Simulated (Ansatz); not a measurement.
Worked example: self-consistent single point of TlIO₃ (R3m, 5 atoms in the cell) in Ansatz (a quantum-chemistry and plane-wave program).

Level of theory: PBEsol, default PAW files made with PBE (plane waves; Ansatz).

```xyz
5
Lattice="3.1602 1.8246 2.6634 -3.1602 1.8246 2.6634 0.0000 -3.6491 2.6634" Properties=species:S:1:pos:R:3 pbc="T T T"
Tl     0.0000     0.0000     0.1199
I      0.0000     0.0000     4.0100
O      1.3949     0.8053     4.8662
O     -1.3949     0.8053     4.8662
O      0.0000    -1.6107     4.8662
```

Reference input (self-consistent single point, DFT, PBEsol, plane waves, default PAW files made with PBE): basis.ecutwfc = 420 eV; kpoints.mp_grid.grid = 6 6 6; hamiltonian.xc = pbesol; hamiltonian.pseudopotentials = {kind: paw} (the program's default PAW files); scf.occupations.method = fermi_dirac; scf.occupations.width = 0.02 eV. This run's input differs from it in these lines:

Ansatz 0.2 input:
```diff
@@ -19,3 +19,3 @@
 scf:
-  occupations: { method: fermi_dirac, width: 0.02 }
+  occupations: { method: fermi_dirac, width: 0.5 }
 output:
```

Log, with long lists cut:

```
SCF iter   1: F=—  HF=-20405.708021 eV  |F-HF|=—  |Δ(HF+E_count)|=         —  Δρ=1.59e-2  dr2=2.16e-1  ethr=1.77e-3  ⟨swp⟩=7.8  Hψ=6289  notcnv=0
all-band conjugate gradients solve this SCF's bands
preconditioner: auto → Resta (q_TF=auto, 2.447 Å⁻¹)
SCF iter   2: F=—  HF=-20405.657823 eV  |F-HF|=—  |Δ(HF+E_count)|=   5.02e-2  Δρ=4.92e-3  dr2=1.36e-2  ethr=4.49e-4  ⟨swp⟩=2.0  Hψ=1681  notcnv=0
   [... lines left out ...]
SCF iter   4: F=—  HF=-20405.655098 eV  |F-HF|=—  |Δ(HF+E_count)|=   7.24e-5  Δρ=2.15e-4  dr2=5.73e-5  ethr=2.72e-6  ⟨swp⟩=2.3  Hψ=1918  notcnv=0
SCF iter   5: F=—  HF=-20405.655084 eV  |F-HF|=—  |Δ(HF+E_count)|=   1.39e-5  Δρ=5.69e-5  dr2=3.35e-6  ethr=1.19e-7  ⟨swp⟩=2.3  Hψ=2041  notcnv=0
SCF iter   6: F=—  HF=-20405.655087 eV  |F-HF|=—  |Δ(HF+E_count)|=   2.99e-6  Δρ=1.81e-5  dr2=2.21e-7  ethr=6.98e-9  ⟨swp⟩=2.1  Hψ=2021  notcnv=0
SCF iter   7: F=-20405.655087 eV  HF=-20405.655087 eV  |F-HF|=1.53e-8  |Δ(HF+E_count)|=   3.40e-7  Δρ=3.28e-6  dr2=9.71e-9  ethr=2.08e-10  ⟨swp⟩=8.3  Hψ=5335  notcnv=0
SCF 1 converged in 7 iterations: F = -20405.655087 eV  dr2 = 9.71e-9
Free energy (F): -20405.655087 eV
Internal energy: -20405.357561 eV  (E = F + TS)
E sigma→0 (E₀):  -20405.506324 eV
Entropy (-TS):   -0.297526 eV (-59.505 meV/atom)
Fermi energy:    7.669992 eV
--- Forces (eV/Å), atoms counted from 1 ---
  atom   1  Tl    -0.00000000    -0.00000000     0.01995208
  atom   2  I      0.00000000     0.00000008    -0.65185680
  atom   3  O      0.39237757     0.22653927     0.21064052
  atom   4  O     -0.39237757     0.22653927     0.21064052
  atom   5  O      0.00000000    -0.45307862     0.21064044
--- Stress (GPa, compression-positive) ---
        0.499240       0.000000       0.000000
       -0.000000       0.499240       0.000000
        0.000000       0.000000       0.177928
  P = ⅓ Tr σ = 0.3921 GPa (3.921 kbar)
  The stress holds the Pulay correction. Without it, at fixed plane waves, as pw.x and ABINIT print it: P = -0.0429 GPa
```

The run converged in 7 iterations. Against the reference run the free energy falls by 11.4 meV/atom, the pressure goes from -0.08 to 0.39 GPa, the largest force goes from 0.354 to 0.652 eV/Å and the gap on the mesh hardly changes (2.696 to 2.702 eV).

The starting cell comes from a database of computed structures (which also holds hypothetical and non-ambient phases and stackings), without a prior relaxation at this level. Its lattice was rescaled by up to half a per cent. One atom was moved a little off its site on purpose. Spin-orbit coupling is off. Ansatz's pressure includes its estimate of the finite-basis (Pulay) stress.
